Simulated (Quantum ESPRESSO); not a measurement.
Input and output of a self-consistent single point for SrTiO₃ (I4/mcm, 10 atoms in the cell) (Quantum ESPRESSO).

Method: optB86b-vdW, GBRV 1.5 ultrasoft (PBE) pseudopotentials (plane waves; Quantum ESPRESSO).

```xyz
10
Lattice="2.7849 -2.7849 3.9564 2.7849 2.7849 3.9564 -2.7849 -2.7849 3.9564" Properties=species:S:1:pos:R:3 pbc="T T T"
Sr    -2.7849     0.0000     1.9782
Sr     0.0000     2.7849     1.9782
Ti     0.0000     0.0000     0.0000
Ti     0.0000     0.0000     3.9564
O     -1.5092    -1.2757     3.9564
O     -1.2757     4.0606     0.0000
O     -1.5092     1.2757     0.0000
O     -1.2757     1.5092     3.9564
O      0.0000     0.0000     5.9345
O      0.0000     0.0000     1.9782
```

Reference input (self-consistent single point, DFT, PBEsol, plane waves, GBRV 1.5 ultrasoft (PBESOL) pseudopotentials): ecutwfc = 50 Ry; ecutrho = 400 Ry; occupations = smearing; smearing = gauss; degauss = 0.00147 Ry; potentials = {Sr: sr_pbesol_v1.uspp.F.UPF, Ti: ti_pbesol_v1.4.uspp.F.UPF, O: o_pbesol_v1.2.uspp.F.UPF}; K_POINTS = automatic 4 4 4 0 0 0; conv_thr = 1e-09 Ry. This run's input differs from it in these lines:

```diff
@@ -20,2 +20,3 @@
   degauss = 0.00147,
+  input_dft = 'vdw-df-ob86',
 /
@@ -25,5 +26,5 @@
 ATOMIC_SPECIES
-Sr    87.6200  sr_pbesol_v1.uspp.F.UPF
-Ti    47.8670  ti_pbesol_v1.4.uspp.F.UPF
-O     15.9990  o_pbesol_v1.2.uspp.F.UPF
+Sr    87.6200  sr_pbe_v1.uspp.F.UPF
+Ti    47.8670  ti_pbe_v1.4.uspp.F.UPF
+O     15.9990  o_pbe_v1.2.uspp.F.UPF
 ATOMIC_POSITIONS alat
```

The program printed (abridged):

```
     Self-consistent Calculation

     iteration #  1     ecut=    50.00 Ry     beta= 0.70

---- Real-time Memory Report at c_bands before calling an iterative solver
           415 MiB given to the printing process from OS
           135 MiB allocation reported by mallinfo(arena+hblkhd)
------------------

     negative rho (up, down):  1.311E-01 0.000E+00

     -----------------------------------------------
     Non-local corr. energy    =       1.24840922 Ry
     -----------------------------------------------

     total energy              =    -573.45478466 Ry
     estimated scf accuracy    <       1.89589662 Ry

   [... lines left out ...]
     -----------------------------------------------

     total energy              =    -574.42441821 Ry
     estimated scf accuracy    <          7.7E-09 Ry

     iteration # 13     ecut=    50.00 Ry     beta= 0.70

---- Real-time Memory Report at c_bands before calling an iterative solver
           497 MiB given to the printing process from OS
           184 MiB allocation reported by mallinfo(arena+hblkhd)
------------------

     negative rho (up, down):  1.338E-01 0.000E+00

     -----------------------------------------------
     Non-local corr. energy    =       1.22195398 Ry
     -----------------------------------------------
     End of self-consistent calculation

     the Fermi energy is     9.9469 ev

!    total energy              =    -574.42441821 Ry
     estimated scf accuracy    <          1.9E-10 Ry
     smearing contrib. (-TS)   =      -0.00000000 Ry
     internal energy E=F+TS    =    -574.42441821 Ry

     convergence has been achieved in  13 iterations

     negative rho (up, down):  1.338E-01 0.000E+00

     -----------------------------------------------
     Non-local corr. energy    =       1.22195398 Ry
     -----------------------------------------------

     Forces acting on atoms (cartesian axes, Ry/au):

     atom    1 type  1   force =    -0.00000000    0.00000000    0.00000000
     atom    2 type  1   force =     0.00000000   -0.00000000   -0.00000000
     atom    3 type  2   force =     0.00000000    0.00000000   -0.00000000
   [... lines left out ...]
     Total force =     0.000163     Total SCF correction =     0.000000
   [... lines left out ...]
     Non-local corr. energy    =       1.22195398 Ry
     -----------------------------------------------

          total   stress  (Ry/bohr**3)                   (kbar)     P=      -45.33
  -0.00030738  -0.00000000  -0.00000000          -45.22       -0.00       -0.00
   0.00000000  -0.00030738  -0.00000000            0.00      -45.22       -0.00
  -0.00000000  -0.00000000  -0.00030962           -0.00       -0.00      -45.55

   JOB DONE.
```

The run converged in 13 iterations. Against the reference run the pressure goes from -7.15 to -4.53 GPa, the largest force hardly changes (0.005 to 0.002 eV/Å) and the gap on the mesh goes from 1.858 to 1.902 eV.

The starting cell comes from a database of computed structures (which also holds hypothetical and non-ambient phases and stackings), without a prior relaxation at this level. Its lattice was rescaled by a random factor within 2.5 % of one. With a pressure of about -5 GPa the cell is away from its equilibrium volume at this level.

Cost on one core of a shared machine: roughly 6 min.
